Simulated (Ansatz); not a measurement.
# A constructed model of the (100) surface of fcc Ir, a pseudomorphic layer of Nb in the host's stacking (bottom of the slab: a bare face, its two planes held)

All values below come from PBE (plane waves to 420 eV, PAW; Ansatz, an electronic-structure program).

Set-up: 7 atoms, 12.2 Å thick at the start; mesh 14x14x1; 0.1 eV smearing; dipole correction on; 2 atoms held, the rest relaxed; start symmetry kept, larger cells not searched; no spin, no spin-orbit, no U. It is one candidate, not shown to be the stable structure of the face.

work function of the top face: 4.66 eV
energy released by relaxation: 0.59 eV
cost: around 2.8 core-minutes (rough)
